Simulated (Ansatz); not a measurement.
# What S → Cl does to WS2

Take WS$_{2}$ in the 2H-MoS2 type structure (space group P6_3/mmc, No. 194; a = 3.115 Å, c = 11.773 Å; layered, stacked along the Cartesian z axis) as the base.

One thing is altered: full substitution S → Cl, then cell and atoms are relaxed.

Computed with Ansatz (a first-principles code), PBEsol-D3(BJ), PAW, cutoff 420 eV, without spin-orbit coupling. Settings: 18×18×4 k-points, 0.05 eV Fermi–Dirac smearing, for the changed cell.

| quantity | base | changed | shift |
|---|---|---|---|
| volume per atom | 16.49 Å³ | 16.74 Å³ | +0.25 Å³ |
| density | 8.33 g/cm³ | 8.42 g/cm³ | +0.099 g/cm³ |
| lattice parameter a | 3.115 Å | 2.979 Å | -0.1355 Å |
| c/a ratio | 3.780 | 4.385 | +0.605 |
| space group | P6_3/mmc (No. 194) | P6_3/mmc (No. 194) | – |
| shortest interatomic distance | 2.389 Å | 2.515 Å | +0.126 Å |
| band gap | 0.65 eV | zero | – |

Final structure:

```
CELL_PARAMETERS angstrom
      2.97932     0.00000     0.00000
     -1.48966     2.58016     0.00000
      0.00000     0.00000    13.06397
ATOMIC_POSITIONS crystal
  W  0.33333 0.66667 0.25000
  W  0.66667 0.33333 0.75000
  Cl 0.33333 0.66667 0.60957
  Cl 0.66667 0.33333 0.10957
  Cl 0.66667 0.33333 0.39043
  Cl 0.33333 0.66667 0.89043
```

Spin-orbit coupling, missing from the scalar runs, can matter with W. Whether these cells are dynamically stable was not tested. As relaxed here, WCl2 is a hypothetical phase, not in the database extracts checked. No Hubbard U is applied, and correlation can decide whether such a compound is a metal. All final runs are without spin polarisation. WCl2 has a high density of states at the Fermi level and may be magnetic at this level.
